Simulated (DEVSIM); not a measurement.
System: illuminated GaAs p-on-n cell, one wavelength, at 300 K.

Layer 1 from the left is GaAs, thickness (μm) 0.210, Na (cm⁻³) 9e17, τn (s) 4.1e-11, τp (s) 1.6e-10, absorption coefficient (cm⁻¹) 13000. Layer 2 from the left is GaAs, thickness (μm) 1.60, Nd (cm⁻³) 1.5e15, τn (s) 1.1e-9, τp (s) 1.1e-9, absorption coefficient (cm⁻¹) 13000.

Left contact: ohmic, minority electron recombination velocity 2e6 cm/s. Right contact: ohmic, minority hole recombination velocity 1e5 cm/s. Voltage is applied to the left contact. Recombination: SRH at mid-gap, radiative, Auger. Light enters at the left, 1.8e17 photons cm⁻² s⁻¹, one pass, no reflection. Mobility is constant in doping.

Constants are typed, rounded textbook-type inputs, not results; the design itself was drawn at random and stands for no fabricated device. Values at 300 K.

GaAs: gap (eV) 1.424, affinity (eV) 4.07, permittivity 12.9, Nc (cm⁻³) 4.7e17, Nv (cm⁻³) 9e18, μn (cm²/Vs) 8500, μp (cm²/Vs) 400, B (cm³/s) 2e-10, Cn (cm⁶/s) 1e-30, Cp (cm⁶/s) 1e-30.

Model (solved in DEVSIM): 1D drift-diffusion, Boltzmann statistics, complete ionisation; no tunnelling, impact ionisation, image-force lowering or self-heating.

Dark forward current:

```csv
|V| (V),|J| (A/cm²)
0.05,1.727e-9
0.10,6.030e-9
0.15,1.751e-8
0.20,4.863e-8
0.25,1.333e-7
0.30,3.644e-7
0.35,9.967e-7
0.40,2.733e-6
0.45,7.522e-6
0.50,2.081e-5
0.55,5.791e-5
0.60,0.0001626
0.65,0.0004628
0.70,0.001345
0.75,0.004046
0.80,0.01290
0.85,0.04512
0.90,0.1786
0.95,0.7998
1.00,3.782
1.05,16.35
1.10,61.20
1.15,214.8
1.20,756.2
1.25,2713
```

Work out the local ideality factor n = ΔV / (kT/q · ln(J2/J1)) between the rows 0.15 and 0.20 V, 0.95 and 1.00 V, 1.20 and 1.25 V.

kT/q = 25.85 mV. From 0.15 to 0.20 V: ln(4.863e-8/1.751e-8) = 1.021, n = 1.89, near the 2 of recombination in the depletion region. From 0.95 to 1.00 V: ln(3.782/0.7998) = 1.554, n = 1.24. From 1.20 to 1.25 V: ln(2713/756.2) = 1.278, n = 1.51.

What current could the absorbed light give at most, and what share is collected?

Σ αd = 2.35, so qΦ(1 − exp(−Σ αd)) = 26.1 mA/cm². The simulated short-circuit current is 24.63 mA/cm², a share of 0.94.

Estimate the open-circuit voltage by superposition: the voltage at which the dark current equals that short-circuit current.

Interpolating ln J in the table gives 0.826 V. The simulation gives 0.823 V; the estimate lies 3 mV above. Superposition holds where collection doesn't change with voltage.

Estimate the fill factor from FF0 = (v − ln(v + 0.72))/(v + 1), v = qVoc/(nkT), with n from the dark curve.

The rows about Voc, 0.80 and 0.85 V, give n = 1.54, so v = 20.6 and FF0 = 0.812. The simulation gives 0.752; the estimate lies 8.0 % above.
